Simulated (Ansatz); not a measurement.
Interstitial F in metastable anatase TiO2, relaxed from 2 sites or starts (void with 4O nearest, no. 2; void with 4O nearest, no. 1); at each charge the lowest end counts.

Method: PBE, PAW (plane waves to 420 eV; Ansatz, an electronic-structure program). Cell and caveats: 108-site cell; 2×2×2 shifted k-points; host gap 2.13 eV; charged states image-corrected; no Hubbard U; energies good to tenths of an eV; flagged in the runs: for some of the defects a host whose relaxation on this sampling wasn't shown to rest, a strain field that reaches the edge of the cell.

| charge | neighbours at the lowest end (Å) | corrected energy + q E_VBM, against the first (eV) |
|---|---|---|
| +1 | O 1.50, Ti 2.21 | 0.00 |
| 0 | O 1.98, Ti 2.11, Ti 2.14 | 0.20 |
| −1 | Ti 2.07, Ti 2.07, O 2.20, O 2.35, O 2.35 | 0.72 |

Charges from +1 to −1 were run. The lines E(q) + q E_F give the stable charge, which changes above the valence-band maximum at (+1/0) at 0.20 eV; (0/−1) at 0.51 eV.
